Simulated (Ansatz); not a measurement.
# What pressure 100 GPa does to HfO2

Take HfO2 in the fluorite structure (space group Fm-3m, No. 225; a = 5.098 Å) as the base.

Perturbation: a hydrostatic pressure of 100 GPa.

Calculations: Ansatz (an electronic-structure program), PBE, PAW, cutoff 420 eV, no spin-orbit coupling, earlier PAW set. Settings: 11×11×11 k-points, 0.05 eV Fermi–Dirac smearing.

- Volume per atom: 8.65 Å³ (base 11.04 Å³)
- Density: 13.47 g/cm³ (base 10.55 g/cm³)
- Band gap: 4.25 eV (base 3.75 eV)
- Gap character: indirect, X → Γ (base direct at X)
- Smallest direct gap: 4.30 eV (base 3.75 eV)
- Width of the top valence band: 2.08 eV (base 1.82 eV)
- Electron mass (degenerate bands, along [100]): 0.35, 1.5 mₑ (at Γ)
- Hole mass: 0.28 mₑ along k, 2.6 mₑ across (at X)

Final structure:

```yaml
crystal:
  lattice:
    - [0.00000, 2.35005, 2.35005]
    - [2.35005, 0.00000, 2.35005]
    - [2.35005, 2.35005, 0.00000]
  atoms:
    - { symbol: Hf, position: [0.00000, 0.00000, 0.00000] }
    - { symbol: O, position: [0.25000, 0.25000, 0.25000] }
    - { symbol: O, position: [0.75000, 0.75000, 0.75000] }
```

Cost of the whole job for the changed cell (relaxation, final SCF and bands): very roughly 30 core-seconds.

Spin-orbit coupling, missing from the scalar runs, can matter with Hf. Load acts through the strain it causes; cell and atoms are relaxed under it. Effective masses come from finite differences of ±0.01 Å⁻¹. Along k means along the line from Γ to the band edge. Whether these cells are dynamically stable was not tested. Competing high-pressure phases were not computed. This is not the structure that HfO2 has at room temperature and ambient pressure.
